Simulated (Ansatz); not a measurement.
Bond-angle distributions (per cent of the angles at each element, bins of 10°) of a relaxed model of amorphous Si₂₄O₅₀Zr at 2.31 g/cm³. The numbers are results of PBE, scalar-relativistic without spin-orbit coupling (plane waves to 420 eV, PAW; Ansatz, a quantum-chemistry and plane-wave program), not measurements.

Preparation: random packing, a CHGNet melt and quench, and a DFT relaxation. O atoms were pushed apart under 1.9 Å during the dynamics, to hinder bonds among them. The hot cell started wider than the set density and was brought back towards it in steps. It is the lowest in DFT energy of 2 quenches. It is a model cell: composition and starting density were chosen by hand, and all elements were melted together. No dispersion term was used. Its density started from a set value of 2.31 and ended at 2.31 g/cm³. The simulated quench (nominally 320 K/ps over its main leg) is rapid and tends to freeze in more defects than a deposited or slowly cooled glass has. One small periodic cell is one sample of the glass; other quenches scatter about these values. The volume was held where the preparation left it, at a PBE pressure of 0.3 GPa. Stress components on the final sampling reach 2.2 GPa.

Cut-offs for bonds: Si-Si 2.60 Å, Si-O 1.92 Å, Si-Zr 2.93 Å, O-O 1.58 Å, O-Zr 2.65 Å, Zr-Zr 3.41 Å. Two cations that share two anions don't count as bonded, nor two that share one unless they lie closer than Si-Si 2.38 Å, Si-Zr 2.85 Å, Zr-Zr 3.32 Å.

| angle (°) | at Si | at O |
|---|---|---|
| 50-60 | 0 | 0 |
| 60-70 | 0 | 0 |
| 70-80 | 0 | 0 |
| 80-90 | 0 | 0 |
| 90-100 | 3 | 0 |
| 100-110 | 54 | 0 |
| 110-120 | 39 | 12 |
| 120-130 | 3 | 33 |
| 130-140 | 0 | 21 |
| 140-150 | 0 | 12 |
| 150-160 | 0 | 12 |
| 160-170 | 0 | 12 |
| 170-180 | 0 | 0 |

They go with these counts of neighbours within the cut-offs, cation contacts included: Si mean 4.0, most often 4; O mean 2.0, most often 2.
